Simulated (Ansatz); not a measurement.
Base system: MoSi2 (space group I4/mmm, No. 139; a = 3.2168 Å, c = 7.8746 Å; relaxed with 0.1 eV smearing).

Level of theory: Kohn–Sham DFT with the PBE functional, run in Ansatz (a quantum-chemistry and plane-wave program) with PAW and 420 eV plane waves, spin-orbit coupling left out.

Strains are applied to the cell and any free atomic positions relax.

One change was made to it. Results:

The pressure (mean of the normal stresses, compression positive) goes from zero to 10.3 GPa; the energy grows by 19 meV/atom.

Problem. What was done to the base?
A) isotropic strain −2.50 %
B) isotropic strain +2.50 %
C) isotropic strain −1.50 %
D) isotropic strain −3.00 %

Solution. C, isotropic strain −1.50 %. For comparison, the energy relative to the base in the other runs: isotropic strain −3.00 % gives +78 meV/atom; isotropic strain +2.50 % gives +45 meV/atom; isotropic strain −2.50 % gives +53 meV/atom.

Stability against distortions was not tested. The final runs are not spin-polarised.
